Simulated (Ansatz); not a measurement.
Defect migration in rock-salt SrO: interstitial Sr, charge state +2. All values below come from PBE, PAW (plane waves to 420 eV; Ansatz, a program for electronic structure).

64-site cell at the relaxed PBE lattice, the Γ point alone, smearing 0.01 eV, spin-restricted, no finite-size correction. Energies are static. The charge state is imposed; whether it is stable for some Fermi level was not computed. Sites that were not tried may lie lower.

Barriers: single points on a 2×2×2 k-point mesh shifted by half a step at the bands' geometries (they differ from the bands' own by up to 0.19 eV, and are uncertain by about as much).

Relaxed starting cell (atoms counted from 1):

```xyz
65
Lattice="10.3905 0.0000 0.0000 0.0000 10.3905 0.0000 0.0000 0.0000 10.3905" Properties=species:S:1:pos:R:3 pbc="T T T"
Sr    -0.0007    -0.0052     0.0047
Sr    -0.0639    -0.0686     5.2102
Sr    -0.0649     5.1997    -0.0573
Sr    -0.0040     5.1972     5.2075
Sr     5.2008    -0.0693    -0.0595
Sr     5.2004    -0.0073     5.2083
Sr     5.2003     5.1969     0.0036
Sr     5.5192     5.5132     5.5236
O      2.5999    -0.0027     0.0065
O      2.5733    -0.0531     5.2236
O      2.5727     5.2141    -0.0440
O      2.5768     5.2086     5.2192
O      7.7817     0.0071     0.0161
O      7.7903    -0.0032     5.1976
O      7.7902     5.1892     0.0076
O      7.8426     5.2145     5.2226
Sr    -0.0047     2.5880     2.5983
Sr    -0.0651     2.5860     7.8644
Sr    -0.0653     7.8523     2.5952
Sr    -0.0011     7.7892     7.8001
Sr     5.5091     2.2673     2.2858
Sr     5.2004     2.5873     7.8029
Sr     5.2001     7.7921     2.5984
Sr     5.2011     7.8532     7.8635
O      2.5844     2.5764     2.5884
O      2.5736     2.5706     7.8491
O      2.5715     7.8392     2.5798
O      2.5985     7.7888     7.7972
O      7.8395     2.5734     2.5817
O      7.7906     2.5986     7.7995
O      7.7912     7.7901     2.6065
O      7.7811     7.7793     7.7888
Sr     2.5897    -0.0092     2.5981
Sr     2.5882    -0.0681     7.8625
Sr     2.2782     5.5095     2.2854
Sr     2.5910     5.1968     7.8022
Sr     7.8580    -0.0686     2.5955
Sr     7.7928    -0.0051     7.8005
Sr     7.7933     5.1961     2.5982
Sr     7.8581     5.1993     7.8652
O     -0.0002    -0.0015     2.6068
O      0.0070     0.0064     7.7890
O     -0.0518     5.2147     2.5804
O     -0.0008     5.1883     7.7981
O      5.2166    -0.0553     2.5797
O      5.1909    -0.0018     7.7978
O      5.2077     5.2199     2.5869
O      5.2152     5.2163     7.8498
Sr     2.5917     2.5884     0.0033
Sr     2.2782     2.2761     5.5197
Sr     2.5891     7.8523    -0.0586
Sr     2.5918     7.7909     5.2075
Sr     7.8555     2.5860    -0.0570
Sr     7.7951     2.5869     5.2079
Sr     7.7912     7.7902     0.0061
Sr     7.8577     7.8542     5.2086
O      0.0006     2.5984     0.0083
O     -0.0516     2.5709     5.2239
O      0.0079     7.7805     0.0148
O     -0.0005     7.7890     5.1974
O      5.2165     2.5730    -0.0428
O      5.2139     2.5764     5.2201
O      5.1891     7.7904     0.0058
O      5.2157     7.8407     5.2252
Sr     3.9002     3.8966     3.9045
```
Cell charge +2.

End state 1 differs by these moves (Å; atoms that move under 0.08 Å are left out):

```csv
atom,element,Δx,Δy,Δz
1,Sr,-0.07,0.00,-0.06
2,Sr,0.06,0.06,0.00
3,Sr,0.06,0.00,0.06
4,Sr,-0.06,0.06,0.00
5,Sr,0.00,0.06,0.06
6,Sr,0.31,-0.31,0.31
7,Sr,0.00,0.06,-0.06
8,Sr,-0.32,-0.31,-0.32
19,Sr,0.00,-0.12,0.00
21,Sr,0.00,0.66,0.00
24,Sr,0.00,-0.12,0.00
27,O,0.00,-0.10,0.00
33,Sr,-0.32,-0.31,-0.32
34,Sr,0.00,0.06,-0.06
35,Sr,0.31,-0.31,0.31
36,Sr,0.00,0.06,0.06
37,Sr,-0.06,0.06,0.00
38,Sr,0.06,0.00,0.06
39,Sr,0.06,0.06,0.00
40,Sr,-0.06,0.00,-0.07
50,Sr,0.00,0.64,0.00
51,Sr,0.00,-0.13,0.00
56,Sr,0.00,-0.13,0.00
64,O,0.00,-0.10,0.00
65,Sr,-0.01,-2.60,-0.01
```

Question: Give the forward and backward barriers to end state 1 at the level PBE, PAW.

Answer: forward 1.37 eV, backward 1.37 eV; at the saddle point atom 65 has neighbours 2 O at 2.23, O at 2.76, O at 2.77; Sr at 2.66, Sr at 2.69 Å. The saddle point's order was not checked, and it lies on a symmetry element of the cell, where a band can be held.
